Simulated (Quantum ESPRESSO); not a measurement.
Input and output of a self-consistent single point for Si2W (I4/mmm, 3 atoms in the cell) (Quantum ESPRESSO).

Method: PBE, PseudoDojo stringent norm-conserving (PBE) pseudopotentials (plane waves; Quantum ESPRESSO 7.5).

```
CELL_PARAMETERS angstrom
      1.58486    -1.58486     3.84642
      1.58486     1.58486     3.84642
     -1.58486    -1.58486     3.84642
ATOMIC_POSITIONS crystal
  Si 0.00000 0.33499 0.33499
  Si 0.00000 0.66501 0.66501
  W  0.00000 0.00000 0.00000
```

Reference input (self-consistent single point, DFT, PBE, plane waves, PseudoDojo stringent norm-conserving (PBE) pseudopotentials): ecutwfc = 75 Ry; occupations = smearing; smearing = fermi-dirac; degauss = 0.0073499 Ry; potentials = {Si: Si.upf, W: W.upf}; K_POINTS = automatic 10 10 10 0 0 0; conv_thr = 1e-10 Ry; mixing_beta = 0.4. This run's input differs from it in these lines:

```diff
@@ -20,3 +20,3 @@
 &electrons
- conv_thr = 1.0d-10
+ conv_thr = 7.3e-04
  mixing_beta = 0.4
```

The program printed (abridged):

```
     Self-consistent Calculation

     iteration #  1     ecut=    75.00 Ry     beta= 0.40

     Threshold (ethr) on eigenvalues was too large:
     Diagonalizing with lowered threshold

     total energy              =    -168.69872037 Ry
     estimated scf accuracy    <       0.03594400 Ry

     iteration #  2     ecut=    75.00 Ry     beta= 0.40

     total energy              =    -168.69641756 Ry
     estimated scf accuracy    <       0.01006141 Ry

     iteration #  3     ecut=    75.00 Ry     beta= 0.40
     End of self-consistent calculation

     Number of k-points >= 100: set verbosity='high' to print the bands.

     the Fermi energy is    17.5778 ev

!    total energy              =    -168.69734187 Ry
     estimated scf accuracy    <       0.00031635 Ry
     smearing contrib. (-TS)   =      -0.00078700 Ry
     internal energy E=F+TS    =    -168.69655487 Ry

     convergence has been achieved in   3 iterations

     Forces acting on atoms (cartesian axes, Ry/au):

     atom    1 type  1   force =     0.00000000    0.00000000   -0.00854144
     atom    2 type  1   force =     0.00000000    0.00000000    0.00854144
     atom    3 type  2   force =    -0.00000000    0.00000000    0.00000000

     Total force =     0.012079     Total SCF correction =     0.005733
     SCF correction compared to forces is large: reduce conv_thr to get better values

          total   stress  (Ry/bohr**3)                   (kbar)     P=      175.61
   0.00111638   0.00000000   0.00000000          164.23        0.00        0.00
  -0.00000000   0.00111638   0.00000000           -0.00      164.23        0.00
   0.00000000   0.00000000   0.00134856            0.00        0.00      198.38

   JOB DONE.
```

The run converged in 3 iterations. Against the reference run the free energy stays essentially unchanged (within 1 meV/atom), the pressure goes from 15.26 to 17.56 GPa and the largest force goes from 0.242 to 0.220 eV/Å. The full log also holds: “SCF correction compared to forces is large: reduce conv_thr to get better values”.

The starting cell comes from a database of computed structures (which also holds hypothetical and non-ambient phases and stackings), without a prior relaxation at this level. Its lattice was rescaled by a random factor within 2.5 % of one. Spin polarisation is off. With a pressure of about 18 GPa the cell is away from its equilibrium volume at this level.

Cost on one core of a shared machine: roughly 30 s.
